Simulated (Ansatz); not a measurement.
Input and output of a self-consistent single point for VOF3 (P1, 20 atoms in the cell) (Ansatz, a program for electronic structure).

Computed with PBEsol, default PAW files made with PBE (plane waves; Ansatz).

```
VOF3
1.0
    5.52891     0.00000     0.00000
    0.33979     5.69395     0.00000
    0.01411     0.11213     9.75268
V O F
4 4 12
Direct
  0.05483   0.04469   0.00972
  0.54904   0.47500   0.99160
  0.45562   0.96253   0.50537
  0.96544   0.45338   0.49419
  0.22102   0.27548   0.03717
  0.80267   0.22734   0.46695
  0.22763   0.79672   0.53154
  0.72558   0.22579   0.96978
  0.28271   0.79545   0.03354
  0.43288   0.04367   0.32580
  0.55410   0.50366   0.17547
  0.09392   0.51543   0.32803
  0.91007   0.97578   0.17060
  0.27668   0.27597   0.54321
  0.70816   0.71317   0.45678
  0.05805   0.00784   0.82614
  0.92300   0.51582   0.67408
  0.39591   0.51231   0.82869
  0.59338   0.98666   0.67222
  0.76932   0.69331   0.95910
```

Reference input (self-consistent single point, DFT, PBEsol, plane waves, default PAW files made with PBE): basis.ecutwfc = 30.9 Ry; kpoints.mp_grid.grid = 4 4 3; hamiltonian.xc = pbesol; hamiltonian.pseudopotentials = {kind: paw} (the program's default PAW files); scf.occupations.method = fixed. This run's input differs from it in these lines:

Ansatz 0.2 input:
```diff
@@ -28,3 +28,3 @@
 basis:
-  ecutwfc: 30.9 Ry
+  ecutwfc: 35.6 Ry
 kpoints:
```

The program printed (abridged):

```
SCF iter   1: F=—  HF=-23397.682621 eV  |F-HF|=—  |Δ(HF+E_count)|=         —  Δρ=1.73e-2  dr2=7.83e-1  ethr=1.77e-3  ⟨swp⟩=4.7  Hψ=8287  notcnv=0  defer=325
all-band conjugate gradients solve this SCF's bands
preconditioner: auto → Resta (q_TF=auto, 2.447 Å⁻¹)
SCF iter   2: F=—  HF=-23397.680588 eV  |F-HF|=—  |Δ(HF+E_count)|=   2.03e-3  Δρ=1.88e-2  dr2=1.12e0  ethr=4.89e-4  ⟨swp⟩=2.0  Hψ=4295  notcnv=0  defer=363
   [... lines left out ...]
SCF iter  13: F=—  HF=-23397.552702 eV  |F-HF|=—  |Δ(HF+E_count)|=   3.75e-8  Δρ=1.34e-5  dr2=9.42e-7  ethr=1.66e-9  ⟨swp⟩=2.0  Hψ=3435  notcnv=0  defer=328
SCF iter  14: F=—  HF=-23397.552702 eV  |F-HF|=—  |Δ(HF+E_count)|=   8.48e-8  Δρ=9.42e-6  dr2=4.20e-7  ethr=5.88e-10  ⟨swp⟩=2.0  Hψ=3487  notcnv=0  defer=328
SCF iter  15: F=—  HF=-23397.552702 eV  |F-HF|=—  |Δ(HF+E_count)|=   7.97e-9  Δρ=6.10e-6  dr2=1.72e-7  ethr=2.62e-10  ⟨swp⟩=2.0  Hψ=3497  notcnv=0  defer=328
SCF iter  16: F=-23397.552702 eV  HF=-23397.552702 eV  |F-HF|=4.03e-8  |Δ(HF+E_count)|=   6.14e-9  Δρ=4.71e-6  dr2=9.43e-8  ethr=6.25e-11  ⟨swp⟩=9.0  Hψ=9892  notcnv=0
SCF 1 converged in 16 iterations: F = -23397.552702 eV  dr2 = 9.43e-8
Free energy (F): -23397.552702 eV
Internal energy: -23397.552702 eV  (E = F + TS)
E sigma→0 (E₀):  -23397.552702 eV
Fermi energy:    -0.381462 eV
--- Forces (eV/Å), atoms counted from 1 ---
  atom   1  V      1.29991839     0.71108406     0.23866013
  atom   2  V      1.46083541    -0.63403886    -0.31482441
  atom   3  V     -1.42685902    -1.03972653     0.24834975
  atom   4  V     -1.02944506    -1.50870396    -0.24108888
  atom   5  O     -1.23334449    -2.01163286    -0.54910471
  atom   6  O      1.68434698     2.39245021     0.53747598
  atom   7  O      2.39748973     1.60912270    -0.50981642
  atom   8  O     -0.76563008     1.99781276     0.45692790
  atom   9  F     -0.80329639     0.96217574    -0.25367530
   [... lines left out ...]
  atom  20  F     -1.30453812    -1.24104170     0.35627817
--- Stress (GPa, compression-positive) ---
      -10.905475      -0.988468       0.029738
       -0.988468     -11.331962       0.005109
        0.029738       0.005109     -13.800436
  P = ⅓ Tr σ = -12.0126 GPa (-120.126 kbar)
  The stress holds the Pulay correction. Without it, at fixed plane waves, as pw.x and ABINIT print it: P = -12.0356 GPa
```

The run converged in 16 iterations. Against the reference run the free energy falls by 4.4 meV/atom, the pressure hardly changes (-12.02 to -12.01 GPa), the largest force hardly changes (2.973 to 2.975 eV/Å) and the gap on the mesh moves little (2.517 to 2.518 eV).

The starting cell comes from a database of computed structures (which also holds hypothetical and non-ambient phases and stackings), without a prior relaxation at this level. Its lattice was rescaled by a random factor within 2.5 % of one. Forces in this geometry exceed 1 eV/Å. Ansatz's pressure includes its estimate of the finite-basis (Pulay) stress.

Cost on one core of a shared machine: roughly 2 min.
